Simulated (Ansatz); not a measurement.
**KTaO3, pressure series**

Start from KTaO₃ in the cubic perovskite structure (space group Pm-3m, No. 221; a = 4.023 Å).

Cell and atoms are relaxed at each pressure.

The values are results of DFT with PBE, PAW potentials and a 420 eV plane-wave cutoff in Ansatz (a program for electronic structure), spin-orbit coupling left out, earlier PAW set, not measurements.

```
change            band gap  shortest interatomic distance
----------------  --------  -----------------------------
base               2.17 eV                        2.012 Å
pressure −2 GPa    2.15 eV                        2.019 Å
pressure −1 GPa    2.16 eV                        2.015 Å
pressure 1.8 GPa   2.19 eV                        2.005 Å
pressure 4.2 GPa   2.22 eV                        1.997 Å
pressure 9 GPa     2.27 eV                        1.983 Å
pressure 18 GPa    2.35 eV                        1.959 Å
pressure 30 GPa          ?                              ?
pressure 45 GPa    2.52 eV                        1.904 Å
pressure 60 GPa    2.59 eV                        1.880 Å
```

**Question.** What belongs in the blanks?

**Answer.** 
- pressure 30 GPa, band gap: 2.44 eV
- pressure 30 GPa, shortest interatomic distance: 1.932 Å

With Ta present, leaving out spin-orbit coupling can change the band edges. Load acts through the strain it causes; cell and atoms are relaxed under it. No phonon test of stability was made. No other phases were tried under pressure.
